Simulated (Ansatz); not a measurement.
For brucite Ca(OH)2 (model structure), LDA (Ansatz, a first-principles code, PAW) gives:

```
Property                          Value
------------------------------  -------
equilibrium lattice constant a  3.498 Å
c axis length                   4.617 Å
```

What does HSE06-D3(BJ) (PAW; Ansatz) give for the same quantities?


- lattice constant a: 3.559 Å (rises by 1.7 %)
- lattice parameter c: 4.749 Å (grows by 2.9 %)

Changes are worked out from the printed values.

Unless a cell is named, each level is at its own relaxed cell (LDA 9.79, HSE06-D3(BJ) 10.42 Å³/atom).

Ansatz's density-functional and Hartree–Fock values are scalar-relativistic unless marked +SOC, with PAW data made under PBE.

A model structure was made by putting elements into a prototype or built by hand; here it ended with the formula and space group of a phase in our tables.
